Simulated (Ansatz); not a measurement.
**A computed series for BaZrO3: pressure series**

Take BaZrO$_{3}$ in the cubic perovskite structure (space group Pm-3m, No. 221) as the base.

```xyz
5
Lattice="4.1807 0.0000 0.0000 0.0000 4.1807 0.0000 0.0000 0.0000 4.1807" Properties=species:S:1:pos:R:3 pbc="T T T"
Ba     0.0000     0.0000     0.0000
Zr     2.0903     2.0903     2.0903
O      0.0000     2.0903     2.0903
O      2.0903     2.0903     0.0000
O      2.0903     0.0000     2.0903
```

Cell and atoms are relaxed at each pressure.

The values are results of Ansatz (a program for electronic structure) PBEsol, no SOC, earlier PAW set, not measurements.

Notes on the quantities. band gap: an upper bound: an edge found on the path is not a true extremum; the base alone.

| variant | band gap | lattice parameter a |
|---|---|---|
| base | 3.18 eV | 4.181 Å |
| pressure −2 GPa | 3.15 eV | ? |
| pressure −1 GPa | 3.17 eV | 4.189 Å |
| pressure 3 GPa | 3.22 eV | 4.156 Å |
| pressure 7 GPa | 3.26 eV | 4.126 Å |
| pressure 15 GPa | 3.34 eV | 4.074 Å |
| pressure 30 GPa | 3.37 eV | 3.995 Å |
| pressure 50 GPa | 3.28 eV | 3.913 Å |
| pressure 100 GPa | 2.92 eV | 3.769 Å |

Problem. What belongs in the blanks?

Solution. 
- pressure −2 GPa, lattice parameter a: 4.198 Å

Load acts through the strain it causes; cell and atoms are relaxed under it. Stability against distortions was not tested. Competing high-pressure phases were not computed.
